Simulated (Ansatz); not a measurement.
BGe2Sb (model structure, started from the BC2N type, R3m, No. 160, 4 atoms in the cell): properties by level of theory

```json
[
 {"level (code)": "LDA (Ansatz)", "equilibrium lattice constant a (Å)": "3.732", "lattice parameter c (Å)": "19.587", "bulk modulus (GPa)": "75.7", "cohesive energy (eV/atom)": "4.61"},
 {"level (code)": "PBE (Ansatz)", "equilibrium lattice constant a (Å)": "3.824", "lattice parameter c (Å)": "19.965", "bulk modulus (GPa)": "65.6", "cohesive energy (eV/atom)": "3.72"},
 {"level (code)": "PBEsol (Ansatz)", "equilibrium lattice constant a (Å)": "3.762", "lattice parameter c (Å)": "19.762", "bulk modulus (GPa)": "71.1", "cohesive energy (eV/atom)": "4.15"},
 {"level (code)": "r²SCAN (Ansatz)", "equilibrium lattice constant a (Å)": "3.807", "lattice parameter c (Å)": "19.675", "bulk modulus (GPa)": "76.5", "cohesive energy (eV/atom)": "3.75"}
]
```

Caveats: the bulk modulus is −V dP/dV from two relaxed cells at ±2 % in volume (LDA, PBE, PBEsol, r²SCAN). Ansatz's density-functional and Hartree–Fock values are scalar-relativistic unless marked +SOC, with PAW data made under PBE.

Free atoms are spin-polarised, in the lowest state found; at levels without +SOC their spin–orbit coupling is left out.

Computed values are for the static lattice.

A model structure was made by putting elements into a prototype or built by hand; it is no filed structure, need not be a known phase, and can be a saddle point held by its symmetry.

Ansatz is a first-principles code.
